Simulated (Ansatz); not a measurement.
The parent structure is HfN in the rock salt structure (space group Fm-3m, No. 225; a = 4.5257 Å; relaxed with 0.1 eV smearing).

All numbers come from DFT with r2SCAN, PAW potentials and a 500 eV plane-wave cutoff in Ansatz (a first-principles code), spin-orbit coupling left out.

Strains are applied to the cell and any free atomic positions relax.

One change was made to it. Results:

| quantity | base | after |
|---|---|---|
| pressure | 0.0 GPa | 14.1 GPa |
| energy relative to the base (free energy F) | 0 meV/atom | +22 meV/atom |

Question: Which change produced these results?
A) isotropic strain −1.50 %
B) isotropic strain −0.50 %
C) isotropic strain −1.00 %

Answer: A, isotropic strain −1.50 %. For comparison, the energy relative to the base in the other runs: isotropic strain −1.00 % gives +9.5 meV/atom; isotropic strain −0.50 % gives +2.3 meV/atom.

Stability against distortions was not tested. All final runs are without spin polarisation. An odd electron count without spin: HfN.
